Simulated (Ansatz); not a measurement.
System: TiAl₃ (I4/mmm, No. 139). Method: PBEsol-D3(BJ) (plane waves, PAW; Ansatz, an electronic-structure program).

Run with plane-wave cutoff 520 eV, 20×20×20 k mesh, Fermi–Dirac smearing 0.05 eV, no spin polarisation, scalar-relativistic PAW data made under PBE.

Results at a series of volumes:

| V (Å³/atom) | E − E_lowest (meV/atom) | P (GPa) |
|---|---|---|
| 14.383 | 9.66 | 5.34 |
| 14.682 | 2.34 | 2.54 |
| 14.982 | 0.00 | 0.00 |
| 15.282 | 2.18 | -2.29 |
| 15.581 | 8.44 | -4.37 |

Estimate the bulk modulus and its pressure derivative from these points.

V0 = 14.982 Å³/atom, B0 = 121 GPa, B′ = 4.0 (fit to the energies at full precision).

Shape and atoms are relaxed at each volume.

Measured, for comparison: equilibrium volume per atom 15.93 Å³/atom (temperature not stated, no zero-point or thermal correction; as tabulated in P. Norby and A. Norlund Christensen, Acta Chemica Scandinavica A40, 157 (1986)). Computed (rounded) less measured: equilibrium volume per atom -6.0 %.

Note: the volume lies 6 % below that of the published cell; the bulk modulus comes from volumes at which shape and atoms were relaxed.

Computed values are for the static lattice.

It cost roughly 25 core-minutes of CPU time.
